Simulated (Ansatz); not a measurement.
Response to strain in BAs

Base system: BAs in the zinc blende structure (space group F-43m, No. 216; a = 4.768 Å). Axes: x, y, z lie along the cube axes.

Strains are applied to the cell and any free atomic positions relax; under biaxial strain the out-of-plane vector relaxes too.

Level of theory: PBEsol in Ansatz (plane waves to 420 eV, PAW, spin-orbit coupling left out).

Candidates:
(a) isotropic strain +2.60 %
(b) biaxial strain +2.29 %, plane normal [111], relaxed out of plane
(c) isotropic strain +1.80 %
(d) biaxial strain −1.08 %, plane normal [001], relaxed out of plane
(e) isotropic strain −0.55 %

Notes on the quantities. energy relative to the base: free energy F.

Order them by energy relative to the base, lowest first.

(e) isotropic strain −0.55 % (+1.6 meV/atom), (d) biaxial strain −1.08 %, plane normal [001], relaxed out of plane (+3.2 meV/atom), (b) biaxial strain +2.29 %, plane normal [111], relaxed out of plane (+16 meV/atom), (c) isotropic strain +1.80 % (+16 meV/atom), (a) isotropic strain +2.60 % (+33 meV/atom)

Whether these cells are dynamically stable was not tested.

Ansatz is a first-principles code.
